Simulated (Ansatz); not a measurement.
# SiC: pressure series

Base system: SiC in the wurtzite structure (space group P6_3mc, No. 186; a = 3.075 Å, c = 5.048 Å).

Cell and atoms are relaxed at each pressure.

Level of theory: Kohn–Sham DFT with the r2SCAN functional, run in Ansatz (an electronic-structure program) with PAW and 500 eV plane waves, no SOC.

Two rows of this table had their results exchanged by mistake.

```csv
pressure,volume per atom (Å³),shortest distance (Å),band gap
pressure −2 GPa,10.43,1.889,2.67 eV
pressure −1 GPa,10.38,1.886,2.66 eV
pressure 3 GPa,8.80,1.785,2.41 eV
pressure 7 GPa,10.04,1.865,2.61 eV
pressure 15 GPa,9.75,1.847,2.56 eV
pressure 30 GPa,9.29,1.817,2.49 eV
pressure 50 GPa,10.21,1.875,2.63 eV
pressure 75 GPa,8.31,1.752,2.32 eV
pressure 100 GPa,7.92,1.724,2.25 eV
```

Q: Which two?

A: The rows for pressure 3 GPa and pressure 50 GPa: the volume has to fall steadily with pressure, so 10.21 Å³ belongs to pressure 3 GPa and 8.80 Å³ to pressure 50 GPa.

Load acts through the strain it causes; cell and atoms are relaxed under it. Whether these cells are dynamically stable was not tested. Competing high-pressure phases were not computed.
